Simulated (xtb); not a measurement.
xtb 6.7.1, GFN2-xTB: Ga(F)2(OSiH3) ([F][Ga]([F])[O][SiH3]), 8 atoms. The geometry is a generated start, not checked to be a minimum at this level.

```
Item                      Result
-----------------  -------------
run flags                 --grad
method                  GFN2-xTB
--acc                1 (default)
--etemp (K)        300 (default)
basis functions               35
valence electrons             30
```

```xyz
8

Ga     0.0934     0.2278     1.7023
F     -0.5998    -0.4003     3.1670
F      1.3953     1.3854     1.7468
O     -0.5334    -0.2906     0.1887
Si    -0.1387    -0.2287    -1.4200
H      0.5124     1.0440    -1.7475
H     -1.4830    -0.3709    -1.9771
H      0.7539    -1.3668    -1.6603
```

One run each on 1 thread. Values of broydamp tried: 0.02, 0.05, 0.1, 0.2, 0.4 (default), 0.6, 0.8, 1.

Q: Which value of broydamp needs the fewest SCC iterations, and what happens away from it?

A: Fewest SCC iterations, within one of each other: 0.4 (default) with 13, 0.6 with 13, 0.8 with 13, 1 with 14. The count rises to 24 at 0.02. All converge to one solution.

```tsv
broydamp	SCC iterations	end
0.02	24	same solution
0.05	22	same solution
0.1	18	same solution
0.2	15	same solution
0.4 (default)	13	same solution
0.6	13	same solution
0.8	13	same solution
1	14	same solution
```
